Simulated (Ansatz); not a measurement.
Start from Si in the diamond structure (space group Fd-3m, No. 227).

```
CELL_PARAMETERS angstrom
      0.00000     2.71688     2.71688
      2.71688     0.00000     2.71688
      2.71688     2.71688     0.00000
ATOMIC_POSITIONS crystal
  Si 0.00000 0.00000 0.00000
  Si 0.25000 0.25000 0.25000
```

Cartesian axes are those of the cell as printed.

Level of theory: PBEsol in Ansatz (plane waves to 420 eV, PAW, spin-orbit coupling left out).

Strains are applied to the cell and any free atomic positions relax.

One change was made to it. Results:

| quantity | base | after |
|---|---|---|
| energy relative to the base (free energy F) | 0 meV/atom | +8.9 meV/atom |
| pressure (mean of the normal stresses, compression positive) | -0.01 GPa | 3.00 GPa |

Problem. Which change produced these results?
A) uniaxial strain ε_zz = −1.00 %
B) uniaxial strain ε_zz = +1.50 %
C) uniaxial strain ε_zz = +1.00 %
D) uniaxial strain ε_zz = −1.50 %
E) uniaxial strain ε_zz = −3.00 %

Solution. E, uniaxial strain ε_zz = −3.00 %. For comparison, the energy relative to the base in the other runs: uniaxial strain ε_zz = −1.50 % gives +2.2 meV/atom; uniaxial strain ε_zz = −1.00 % gives +1.0 meV/atom; uniaxial strain ε_zz = +1.50 % gives +2.2 meV/atom; uniaxial strain ε_zz = +1.00 % gives +1.0 meV/atom.

Stability against distortions was not tested.

Ansatz is a program for electronic structure.
